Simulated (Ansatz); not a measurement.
The parent structure is KF in the rock salt structure (space group Fm-3m, No. 225; a = 5.307 Å).

All numbers come from PBEsol, PAW, 420 eV (Ansatz, a program for electronic structure; spin-orbit coupling left out).

Base values:

```
Property               Result
-------------  --------------
Gap character     direct at Γ
Electron mass  0.54 mₑ (at Γ)
```

One thing is altered: the cell is scaled by 1.0300 in all directions, atoms relaxed at fixed cell.

Question: Estimate the effect on the gap character.

Answer: The gap character stays direct at Γ.

Question: Estimate the effect on the mean gap deformation potential ΔEg/Δln V.

Answer: The mean gap deformation potential ΔEg/Δln V amounts to -4.8 eV.

Question: Estimate the effect on the electron mass.

Answer: The electron mass changes from 0.54 mₑ (at Γ) to 0.55 mₑ (at Γ).

The cells carry an imposed strain or load. Masses are band curvatures over ±0.01 Å⁻¹ around the edge. Stability against distortions was not tested.
